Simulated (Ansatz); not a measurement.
**A series of runs on Mg₆MnGa (P1, 8 atoms in the cell)**

```yaml
crystal:
  lattice:
    - [4.88650, 0.00000, 0.00000]
    - [0.00000, 3.10916, 5.36388]
    - [0.00000, -3.10916, 5.36388]
  atoms:
    - { symbol: Mg, position: [0.98693, 0.35261, 0.82546] }
    - { symbol: Mg, position: [0.00583, 0.83335, 0.34527] }
    - { symbol: Mg, position: [0.98939, 0.31792, 0.35688] }
    - { symbol: Mg, position: [0.49830, 0.15278, 0.65342] }
    - { symbol: Mg, position: [0.51172, 0.67704, 0.15016] }
    - { symbol: Mg, position: [0.50400, 0.17128, 0.15612] }
    - { symbol: Mn, position: [0.01301, 0.81736, 0.83037], spin: 4.0 }
    - { symbol: Ga, position: [0.49082, 0.67766, 0.68232] }
```
(The spins are starting values, not results.)

Base run A: PBEsol, default PAW files made with PBE (Ansatz, an electronic-structure program), self-consistent single point.

Its settings: basis.ecutwfc = 30.9 Ry; kpoints.mp_grid.grid = 4 3 3; kpoints.mp_grid.shift = 0.5 0.5 0.5; hamiltonian.xc = pbesol; hamiltonian.pseudopotentials = {kind: paw} (the program's default PAW files); magnetization.spin_polarized = true; scf.occupations.method = cold; scf.occupations.width = 0.0147 Ry.

The starting cell comes from a database of computed structures (which also holds hypothetical and non-ambient phases and stackings), without a prior relaxation at this level. Its atoms were displaced at random from the sites of space group no. 38. With one magnetic atom in the cell only a parallel order is possible. Ansatz's pressure includes its estimate of the finite-basis (Pulay) stress. Without a gap this mesh is coarse (it stands for a supercell whose shortest vector is 19 Å).

ΔF is the free energy per atom less that of run A. 

Run A gave: pressure (GPa) -1.49; largest force (eV/Å) 0.591; size of the net moment (μB/atom) 0.43; TS (meV/atom) 0.1.

Runs:
- B: scf.occupations.width = 0.0001 Ry
- C: scf.occupations.width = 0.0007 Ry
- D: scf.occupations.width = 0.0018 Ry
- E: scf.occupations.width = 0.0037 Ry
- F: scf.occupations.width = 0.0073 Ry
- G: scf.occupations.width = 0.011 Ry
- H: scf.occupations.width = 0.022 Ry
- I: scf.occupations.width = 0.0367 Ry
- J: scf.occupations.width = 0.0588 Ry

**Question.** What does run J change against A?

**Answer.** The free energy goes down by 2.6 meV/atom, the pressure goes from -1.49 to -1.24 GPa, the largest force goes from 0.591 to 0.568 eV/Å and the size of the net moment hardly changes (0.43 to 0.45 μB/atom).

```csv
run,ΔF (meV/atom),pressure (GPa),largest force (eV/Å),size of the net moment (μB/atom),TS (meV/atom)
A,0.00,-1.49,0.591,0.43,0.1
B,-0.18,-1.50,0.598,0.43,0.0
C,-0.19,-1.51,0.596,0.43,0.0
D,-0.22,-1.49,0.593,0.43,0.1
E,-0.33,-1.49,0.593,0.43,0.3
F,-0.39,-1.50,0.597,0.43,-0.6
G,-0.09,-1.50,0.594,0.43,-0.6
H,-0.18,-1.47,0.588,0.43,0.5
I,-0.49,-1.39,0.582,0.44,1.7
J,-2.6,-1.24,0.568,0.45,6.6
```

Keys are those of Ansatz 0.2.
